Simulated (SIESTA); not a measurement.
Worked example: self-consistent single point of Ag (P6_3/mmc, 4 atoms in the cell) in SIESTA.

Method: GGA PBEsol, numerical atomic orbitals DZP, PseudoDojo PBEsol standard norm-conserving potentials (rewritten from UPF to PSML) (SIESTA).

```yaml
crystal:
  lattice:
    - [2.98216, 0.00000, 0.00000]
    - [-1.49108, 2.58263, 0.00000]
    - [0.00000, 0.00000, 9.69463]
  atoms:
    - { symbol: Ag, position: [0.00000, 0.00000, 0.00000] }
    - { symbol: Ag, position: [0.00000, 0.00000, 0.50000] }
    - { symbol: Ag, position: [0.33333, 0.66667, 0.25000] }
    - { symbol: Ag, position: [0.66667, 0.33333, 0.75000] }
```

Reference input (self-consistent single point, DFT, LDA PW92, numerical atomic orbitals DZP, PseudoDojo LDA standard norm-conserving potentials (rewritten from UPF to PSML)): XC.functional = LDA; XC.authors = PW92; potentials = PseudoDojo LDA standard; PAO.BasisSize = DZP; PAO.EnergyShift = 0.01 Ry; MeshCutoff = 400 Ry; kgrid.MonkhorstPack = 13 13 4; OccupationFunction = FD; ElectronicTemperature = 1160.45 K; MaxSCFIterations = 150; SCF.Mixer.Method = Broyden; SCF.Mixer.Weight = 0.2. This run's input differs from it in these lines:

```diff
@@ -1,2 +1,2 @@
-# files in the folder: Ag.psml (PseudoDojo LDA standard)
+# files in the folder: Ag.psml (PseudoDojo PBEsol standard)
 SystemName  Ag
@@ -23,4 +23,4 @@
 
-XC.functional                LDA
-XC.authors                   PW92
+XC.functional                GGA
+XC.authors                   PBEsol
 PAO.BasisSize                DZP
```

The program printed (abridged):

```
        iscf     Eharris(eV)        E_KS(eV)     FreeEng(eV)     dDmax    Ef(eV) dHmax(eV)
   scf:    1   -16793.644201   -16834.964423   -16835.008882  1.807415 -0.560046 14.086082
   scf:    2   -16863.560039   -16851.370881   -16851.415211  0.823597 -1.577847  6.183489
   scf:    3   -16856.649165   -16855.007870   -16855.053790  0.450977 -2.164150  0.454536
   scf:    4   -16854.989988   -16855.011834   -16855.057481  0.038133 -2.260391  0.252988
   scf:    5   -16855.023764   -16855.018381   -16855.064205  0.022296 -2.296694  0.160168
   [... 2 lines left out ...]
   scf:    8   -16855.020937   -16855.020942   -16855.066878  0.000180 -2.293140  0.009720
   scf:    9   -16855.020954   -16855.020948   -16855.066882  0.000223 -2.293177  0.007776
   scf:   10   -16855.020969   -16855.020961   -16855.066889  0.000764 -2.293348  0.000324
   scf:   11   -16855.020961   -16855.020961   -16855.066889  0.000017 -2.293334  0.000245
SCF Convergence by DM+H criterion
max |DM_out - DM_in|         :     0.0000174278
max |H_out - H_in|      (eV) :     0.0002453681
SCF cycle converged after 11 iterations

Using DM_out to compute the final energy and forces

siesta: E_KS(eV) =           -16855.0210

siesta: E_KS - E_eggbox =    -16855.0210

siesta: Atomic forces (eV/Ang):
     1   -0.000000   -0.000000    0.000000
     2   -0.000000    0.000000   -0.000000
     3   -0.000011    0.000006   -0.000000
     4    0.000011   -0.000006    0.000000
   Tot   -0.000000    0.000000    0.000000
   Max    0.000011
   Res    0.000005    sqrt( Sum f_i^2 / 3N )
   Max    0.000011    constrained

Stress tensor Voigt[x,y,z,yz,xz,xy] (kbar):      110.03      110.18       99.20        0.00        0.00        0.12
(Free)E + p*V (eV/cell)   -16860.0287
   [... lines left out ...]
siesta: FreeEng =    -16855.066889
   [... lines left out ...]
siesta:     0.068677    0.000078    0.000000
siesta:     0.000078    0.068767   -0.000000
siesta:     0.000000    0.000000    0.061916

siesta: Cell volume =         74.666209 Ang**3

siesta: Pressure (static):
siesta:                Solid            Molecule  Units
siesta:          -0.00072377         -0.00072377  Ry/Bohr**3
siesta:          -0.06645356         -0.06645366  eV/Ang**3
siesta:        -106.47034681       -106.47049756  kBar
```

The run converged in 11 iterations. Against the reference run the pressure goes from -14.90 to -10.65 GPa.

The starting cell comes from a database of computed structures (which also holds hypothetical and non-ambient phases and stackings), without a prior relaxation at this level. Its lattice was rescaled by a random factor within 2.5 % of one. Values carry the incompleteness of an atom-centred basis. With a pressure of about -11 GPa the cell is away from its equilibrium volume at this level.

Cost on one core of a shared machine: roughly 70 s.
